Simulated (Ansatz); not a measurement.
Ansatz (a quantum-chemistry and plane-wave program) run on Ca (Fm-3m, 1 atom in the cell): self-consistent single point.

Level of theory: PBEsol, default PAW files made with PBE (plane waves; Ansatz).

```
CELL_PARAMETERS angstrom
      0.00000     2.79837     2.79837
      2.79837     0.00000     2.79837
      2.79837     2.79837     0.00000
ATOMIC_POSITIONS crystal
  Ca 0.00000 0.00000 0.00000
```

Reference input (self-consistent single point, DFT, PBEsol, plane waves, default PAW files made with PBE): basis.ecutwfc = 30.9 Ry; kpoints.mp_grid.grid = 10 10 10; hamiltonian.xc = pbesol; hamiltonian.pseudopotentials = {kind: paw} (the program's default PAW files); scf.occupations.method = gaussian; scf.occupations.width = 0.0073 Ry. This run's input differs from it in these lines:

Ansatz 0.2 input:
```diff
@@ -10,3 +10,3 @@
 kpoints:
-  mp_grid: { grid: [10, 10, 10] }
+  mp_grid: { grid: [16, 16, 16] }
 hamiltonian:
@@ -15,3 +15,3 @@
 scf:
-  occupations: { method: gaussian, width: 0.0073 Ry }
+  occupations: { method: cold, width: 0.0367 Ry }
 output:
```

Log, with long lists cut:

```
SCF iter   1: F=—  HF=-1793.731146 eV  |F-HF|=—  |Δ(HF+E_count)|=         —  Δρ=1.90e-3  dr2=1.32e-3  ethr=1.77e-3  ⟨swp⟩=5.1  Hψ=9704  notcnv=0
all-band conjugate gradients solve this SCF's bands
preconditioner: auto → none
SCF iter   2: F=—  HF=-1793.730858 eV  |F-HF|=—  |Δ(HF+E_count)|=   2.88e-4  S|Δr|=    0.00e0  Δρ=8.58e-4  dr2=2.63e-4  ethr=1.32e-5  ⟨swp⟩=2.4  Hψ=3121  notcnv=0
SCF iter   3: F=—  HF=-1793.730795 eV  |F-HF|=—  |Δ(HF+E_count)|=   6.29e-5  S|Δr|=    0.00e0  Δρ=1.38e-4  dr2=6.06e-6  ethr=2.63e-6  ⟨swp⟩=2.7  Hψ=2365  notcnv=0
SCF iter   4: F=—  HF=-1793.730795 eV  |F-HF|=—  |Δ(HF+E_count)|=   5.17e-7  S|Δr|=    0.00e0  Δρ=2.87e-5  dr2=4.77e-7  ethr=6.06e-8  ⟨swp⟩=2.2  Hψ=2077  notcnv=0
SCF iter   5: F=-1793.730795 eV  HF=-1793.730795 eV  |F-HF|=2.17e-8  |Δ(HF+E_count)|=   2.18e-7  S|Δr|=    0.00e0  Δρ=5.98e-6  dr2=2.99e-8  ethr=1.00e-9  ⟨swp⟩=5.6  Hψ=7745  notcnv=0
SCF 1 converged in 5 iterations: F = -1793.730795 eV  dr2 = 2.99e-8
Stability not checked (fill_not_monotonic)
Free energy (F): -1793.730795 eV
Internal energy: -1793.704547 eV  (E = F + TS)
E sigma→0 (E₀):  -1793.722046 eV
Entropy (-TS):   -0.026247 eV (-26.247 meV/atom)
Fermi energy:    4.626045 eV
--- Forces (eV/Å), atoms counted from 1 ---
  atom   1  Ca     0.00000000     0.00000000    -0.00000000
--- Stress (GPa, compression-positive) ---
       -1.205380      -0.000000       0.000000
        0.000000      -1.205380       0.000000
        0.000000      -0.000000      -1.205380
  P = ⅓ Tr σ = -1.2054 GPa (-12.054 kbar)
  The stress holds the Pulay correction. Without it, at fixed plane waves, as pw.x and ABINIT print it: P = -1.2062 GPa
```

The run converged in 5 iterations. Against the reference run the free energy drops by 6.9 meV/atom and the pressure moves little (-1.23 to -1.21 GPa).

The starting cell has typed, rounded lattice constants, without a prior relaxation at this level. Its lattice was rescaled by up to half a per cent. Ansatz's pressure includes its estimate of the finite-basis (Pulay) stress.
